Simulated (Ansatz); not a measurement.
## GaN: tensor shear ε_xy = +1.71 %

Start from GaN in the zinc blende structure (space group F-43m, No. 216; a = 4.498 Å). Axes: x, y, z lie along the cube axes.

It is then changed as follows: tensor shear ε_xy = +1.71 % (engineering shear γ = 0.0342), atoms relaxed at fixed cell.

Computed with PBEsol (Ansatz, a program for electronic structure, PAW, no spin-orbit coupling). Γ-centred 13×13×13 mesh, Fermi–Dirac width 0.05 eV.

Volume per atom: 11.37 Å³ (base 11.38 Å³)
Space group: Imm2 (No. 44) (base F-43m (No. 216))
Energy relative to the base (free energy F): +6.3 meV/atom
Pressure (mean of the normal stresses, compression positive): 0.06 GPa (base 0.00 GPa)
Band gap: 1.56 eV (base 1.70 eV)
Gap character: direct at Γ (base direct at Γ)
Valence-band top at Γ (three highest levels, from the VBM): 0.00, -0.13, -0.23 eV (base 0.00, 0.00, 0.00 eV)
Valley order (the lowest conduction-band minima on the path, energy above the VBM, named in the base's zone): Γ 1.56 eV; X along [001] 3.04 eV (base Γ 1.70 eV)
Largest internal atomic displacement: 0.012 Å
Stress (xx, yy, zz, yz, xz, xy; compression positive): (0.10, 0.10, -0.02, 0.00, 0.00, -5.19) GPa

Final structure:

```xyz
2
Lattice="0.0385 2.2490 2.2490 2.2490 0.0385 2.2490 2.2875 2.2875 0.0000" Properties=species:S:1:pos:R:3 pbc="T T T"
Ga     0.0000     0.0000     0.0116
N      1.1437     1.1437     1.1129
```

The cells carry an imposed strain or load. Stability against distortions was not tested. This is not the structure that GaN has at room temperature and ambient pressure. k-point labels follow each cell's own Brillouin zone.
